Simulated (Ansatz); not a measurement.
## Effective masses and thermopower of GaN under load (space group P6_3mc)

Given:

```
CELL_PARAMETERS angstrom
      3.23297     0.00000     0.00000
     -1.61648     2.79983     0.00000
      0.00000     0.00000     5.26730
ATOMIC_POSITIONS crystal
  Ga 0.33333 0.66667 0.99912
  Ga 0.66667 0.33333 0.49912
  N  0.33333 0.66667 0.37588
  N  0.66667 0.33333 0.87588
```

Calculation: PBE with spin-orbit coupling, rigid bands (plane waves, PAW; Ansatz, an electronic-structure program). Condition of this run: hydrostatic pressure of -8 GPa (compression positive) (the target of the relaxation). Cell: cell and atoms relaxed with PBEsol, then loaded as said.

```json
{
  "band_gap": "1.62 eV",
  "electron conductivity mass (300 K, dilute)": "0.165 (x), 0.165 (y), 0.149 (z) mₑ",
  "hole conductivity mass (300 K, dilute)": "1.54 (x), 1.54 (y), 1.80 (z) mₑ",
  "effective density of states N_c (300 K)": "1.6e18 cm⁻³",
  "effective density of states N_v (300 K)": "9.4e19 cm⁻³",
  "density_of_states_mass_electrons": "0.158 mₑ",
  "density_of_states_mass_holes": "2.4 mₑ",
  "Seebeck coefficient, n-type 1e19 cm⁻³, 300 K": "-95 μV/K",
  "best n-type power factor at 300 K for τ = 10 fs (best axis; densities from 1e16 to 1e21 cm⁻³ tried, whether or not they can be reached)": "1.61 μW/(cm·K²) at 3e18 cm⁻³",
  "Seebeck coefficient, p-type 1e19 cm⁻³, 300 K": "429 μV/K",
  "best p-type power factor at 300 K for τ = 10 fs (best axis; densities from 1e16 to 1e21 cm⁻³ tried, whether or not they can be reached)": "13.4 μW/(cm·K²) at 3e20 cm⁻³"
}
```

Rigid bands; masses and Seebeck coefficients take one relaxation time τ for all states and one kind of carrier; polarons and phonon drag are left out. Geometry: cell and atoms relaxed with PBEsol.
